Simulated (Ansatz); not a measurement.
Amorphous cells of 8 compositions: the gap between the highest filled and lowest empty level at the zone centre, by PBE and by a single point of r2SCAN on the same geometry (PBE, scalar-relativistic without spin-orbit coupling (plane waves to 420 eV, PAW; Ansatz, a first-principles code); r2SCAN at 500 eV). The networks come from melt-quench runs on the CHGNet potential at compositions and starting densities chosen by hand, with anions pushed apart in the CHGNet dynamics, and DFT then relaxed them. The cells are small and were quenched far faster than real films, so single cells scatter. Defect or tail levels can set these gaps. The rows are the first to finish with both values and no moments.

| cell | PBE gap x (eV) | r2SCAN gap y (eV) |
|---|---|---|
| A (Ga24O38Sn, 5.03 g/cm3) | 1.07 | 1.53 |
| B (Ga24O39Mo, 4.95 g/cm3) | 1.59 | 2.14 |
| C (Ga24O39Y2, 5.01 g/cm3) | 1.64 | 2.16 |
| D (Ga24O37Sr, 5.01 g/cm3) | 1.81 | withheld |
| E (Hf18O38Ti, 8.71 g/cm3) | 3.01 | 3.36 |
| F (Hf18O38Si, 8.61 g/cm3) | 3.73 | 4.20 |
| G (Hf18O37Zn, 8.88 g/cm3) | 3.89 | 4.35 |
| H (Hf18O37Ba, 8.85 g/cm3) | 4.20 | 4.66 |

Fit a straight line through the 7 full rows and predict the withheld value for D (Ga24O37Sr, 5.01 g/cm3).

Means: x = 2.733, y = 3.200. Slope = Σ(Δx Δy) / Σ(Δx²) = 9.639 / 9.828 = 0.981; the r.m.s. residual is 0.053. Prediction: 3.200 + 0.981 × (1.81 − 2.733) = 2.29. The run gave 2.33, 0.04 above the line.
